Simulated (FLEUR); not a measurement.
FLEUR run on ScSi₂Cu₂ (I4/mmm, 5 atoms in the cell): self-consistent single point.

Computed with LDA (Perdew-Zunger), all-electron FLAPW (FLEUR), scalar-relativistic valence in FLEUR.

```
CELL_PARAMETERS angstrom
     -1.90284     1.90284     5.01380
      1.90284    -1.90284     5.01380
      1.90284     1.90284    -5.01380
ATOMIC_POSITIONS crystal
  Sc 0.00000 0.00000 0.00000
  Si 0.61353 0.61353 0.00000
  Si 0.38647 0.38647 0.00000
  Cu 0.25000 0.75000 0.50000
  Cu 0.75000 0.25000 0.50000
```

Reference input (self-consistent single point, DFT, LDA (Perdew-Zunger), all-electron FLAPW (FLEUR), scalar-relativistic valence): Kmax = 4 1/bohr; GmaxXC = 16 1/bohr; xcFunctional = pz; jspins = 1; l_soc = F; mode = hist; fermiSmearingEnergy = 0.00499791 Htr; mesh (inpgen div1-3) = 9 9 9; inpgen gamma flag = false; Gmax = 16 1/bohr; numbands = 0; maxIterBroyd = 15. This run's input differs from it in these lines:

```diff
@@ -18,3 +18,3 @@
 &exco xctyp='pz' /
-&kpt div1=9 div2=9 div3=9 /
+&kpt div1=5 div2=5 div3=5 /
 &end /
```

Log, with long lists cut:

```
 Iteration:     1   Distance:      44.01715739 me/bohr^3
 Iteration:     2   Distance:      20.76634731 me/bohr^3
 Iteration:     3   Distance:       8.79727584 me/bohr^3
 Iteration:     4   Distance:       7.54338229 me/bohr^3
 Iteration:     5   Distance:       4.07735926 me/bohr^3
   [... 13 lines left out ...]
 Iteration:    19   Distance:       0.00010426 me/bohr^3
 Iteration:    20   Distance:       0.00004741 me/bohr^3
 Iteration:    21   Distance:       0.00002482 me/bohr^3
 Iteration:    22   Distance:       0.00000539 me/bohr^3
 Reset of history
 Run finished successfully
 Stop message:
   Structural relaxation: new displacements generated

[file out, last iteration]
             iter=     23
[...]
          total density-effective poten   -7.3523682486E+03
          total charge density-energy d   -2.0721014381E+02
 Updated energy parameters for spin:           1
[...]
 fermi energy and band-weighting factors:

[...]
FERMIE:
          first approx. to ef    (T=0)  :   0.339095 htr   (energy of the highest occ. eigenvalue)
          number of occ. states  (T=0)  :        367
          first approx. to seigv (T=0)  :  -1.038451 htr
          sum of weights of occ. states :  20.544000
          sum of semicore charge        :   0.000000 e
FERHIS:  Fermi-Energy by histogram:
          bandgap                     :   0.010257 htr
   [... lines left out ...]
          charge neutrality (T=0)     :   0.088000    (zero if the highest occ. eigenvalue is "entirely" occupied)
     EF_NEWTON:  Adjust Fermi-Energy by Newton-Method.
 Direct bandgap for spin            1 :    2.6775488862419761E-002  Htr
 ---->    free energy=                     -4645.6569237247 htr
   [... lines left out ...]
 TOTAL FORCE FOR ATOM TYPE=  1  X=  0.000   Y=  0.000   Z=  0.000
                       FX_TOT= 0.000000 FY_TOT= 0.000000 FZ_TOT= 0.000000
 TOTAL FORCE FOR ATOM TYPE=  2  X=  0.000   Y=  0.000   Z= -7.323
                       FX_TOT= 0.000000 FY_TOT= 0.000000 FZ_TOT= 0.004018
 TOTAL FORCE FOR ATOM TYPE=  3  X=  0.000   Y=  3.596   Z= -4.737
                       FX_TOT= 0.000000 FY_TOT= 0.000000 FZ_TOT= 0.000000
```

The run converged in 22 iterations. FLEUR gives forces in its relaxation mode, with a further iteration, so its stop message speaks of a relaxation. Against the reference run the free energy goes down by 1.7 meV/atom and the largest force goes from 0.213 to 0.207 eV/Å.

The starting cell comes from a database of computed structures (which also holds hypothetical and non-ambient phases and stackings), without a prior relaxation at this level. Its lattice was rescaled by a random factor within 2.5 % of one. Spin polarisation is off. Values depend on the basis (sphere radii, cutoffs, local orbitals), which need not be converged. The log's line on a gap gives a spacing of levels on this mesh, which the program prints for metals too.

Cost on one core of a shared machine: roughly 60 s.
